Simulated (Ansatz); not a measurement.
Start from BaCuSF (space group P4/nmm, No. 129; a = 4.035 Å, c = 8.961 Å; a cell from a computed database, its experimental status unchecked).

Computed with PBEsol in Ansatz (plane waves to 420 eV, PAW, scalar-relativistic without spin-orbit coupling).

Base values:

```
Item                  Result
---------------  -----------
Volume per atom     18.24 Å³
Band gap             1.48 eV
Gap character    direct at Γ
```

Now apply this change: full substitution Ba → Be; the structure is relaxed again.

Task: Estimate the effect on the volume per atom.

Result: The volume per atom decreases by 7.02 Å³ (18.24 Å³ → 11.22 Å³).

Task: What happens to the band gap?

Result: The band gap falls by 1.207 eV to 0.28 eV.

Task: How does this affect the gap character?

Result: The gap character changes from direct at Γ to indirect, Z–R (62 % along) → A.

Whether these cells are dynamically stable was not tested. As relaxed here, BeCuSF is a hypothetical phase, not in the database extracts checked. No Hubbard U is applied. The final runs are not spin-polarised. The zero or small gap of BeCuSF can change with the level of theory.

Ansatz is a program for electronic structure.
